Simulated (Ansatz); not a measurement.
CaSe in the rock salt structure (space group Fm-3m, No. 225)

CaSe has the cubic space group Fm-3m (No. 225), the rock salt structure, Pearson symbol cF8. Cell: a = 5.8685 Å, b = 5.8685 Å, c = 5.8685 Å, α = 90.00°, β = 90.00°, γ = 90.00°. Ca on 4a is surrounded by 6 Se at 2.934 Å (octahedral). Se on 4b is coordinated by 6 Ca at 2.934 Å (octahedral). (Neighbours: up to the widest gap in distance over summed covalent radii, below 1.35, at either atom; cation-cation and far metal-metal contacts left out.)
(The calculation used a cell of 2 atoms; values per cell refer to that cell.)

The values are results of DFT with PBEsol, PAW potentials and a 420 eV plane-wave cutoff in Ansatz (a program for electronic structure), no spin-orbit coupling, not measurements. Γ-centred 10×10×10 mesh, Fermi–Dirac width 0.05 eV.

```json
{
  "volume_per_atom": "25.26 Å³",
  "density": "3.91 g/cm³",
  "band_gap": "1.88 eV, indirect, Γ → X",
  "electron_mass": "1.4 mₑ along k, 0.27 mₑ across",
  "Hole mass (degenerate bands, along [100])": "0.17, 0.91, 0.91 mₑ",
  "Lowest conduction-band minima above the VBM": "X along ⟨100⟩ 1.88 eV; Γ 3.31 eV",
  "total_energy": "-3611.020 eV/atom (σ→0; compares only within this code and set-up)"
}
```

Effective masses come from finite differences of ±0.01 Å⁻¹. Along k means along the line from Γ to the band edge. Whether these cells are dynamically stable was not tested.
